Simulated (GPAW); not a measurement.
GPAW is run on HfN (F-43m, 2 atoms in the cell), and the run fails. The aim is a self-consistent single point with DFT LDA (Perdew-Wang 92), plane waves, GPAW PAW datasets LDA (gpaw-data 1.0.1).

Input:

```python
from ase import Atoms
from ase.units import GPa
from gpaw import GPAW

atoms = Atoms(['Hf', 'N'],
              cell=[[0.000000, 2.454820, 2.454820],
                    [2.454820, 0.000000, 2.454820],
                    [2.454820, 2.454820, 0.000000]],
              positions=[[0.000000, 0.000000, 0.000000],
                         [3.682230, 3.682230, 3.682230]],
              pbc=True)

calc = GPAW(mode={'name': 'pw', 'ecut': 900},
            xc='AM05',
            kpts={'size': (12, 12, 12), 'gamma': True},
            occupations={'name': 'methfessel-paxton', 'width': 0.272, 'order': 0},
            nbands=-6,
            symmetry={'symmorphic': False, 'tolerance': 0.0005},
            maxiter=150,
            txt='-')

atoms.calc = calc

energy = atoms.get_potential_energy()
print('Energy (eV):', round(energy, 6))
forces = atoms.get_forces()
print('Forces (eV/Ang):')
print(forces.round(5))
stress = atoms.get_stress()
print('Stress (GPa, Voigt):', (stress / GPa).round(4))
```

Output, abridged:

```
Input parameters:
  kpts: {gamma: True,
         size: (12, 12, 12)}
  maxiter: 150
  mode: {ecut: 900,
         name: pw}
  nbands: -6
  occupations: {name: methfessel-paxton,
                order: 0,
                width: 0.272}
  symmetry: {symmorphic: False,
             tolerance: 0.0005}
  xc: AM05

Traceback (most recent call last):
   [... frames left out ...]
FileNotFoundError: Could not find required PAW dataset file "Hf.AM05".

You need to set the GPAW_SETUP_PATH environment variable to point to
the directories where PAW dataset and basis files are stored.  See
https://gpaw.readthedocs.io/install.html#install-paw-datasets
for details.
```

Q: From the messages shown, name the fault and mend the input.

A: The fault is a functional for which no datasets are installed. The program looks for atomic datasets under the functional's name. To fix it, return to the functional that was meant, or generate datasets for the new one. The program stopped before any SCF iteration.

An input that runs soundly differs in these lines (not the only fix; some lines may just follow from the change or write a value another way):
```diff
-            xc='AM05',
+            xc='LDA',
```

With that input, the run converged in 15 iterations: free energy E − TS (from the program's reference atoms) -20.6812 eV; Fermi level (on the code's own zero) 9.71 eV (DFT LDA (Perdew-Wang 92), plane waves, GPAW PAW datasets LDA (gpaw-data 1.0.1)).

On the sound input: the starting cell comes from a database of computed structures (which also holds hypothetical and non-ambient phases and stackings), without a prior relaxation at this level. Spin-orbit coupling is off.
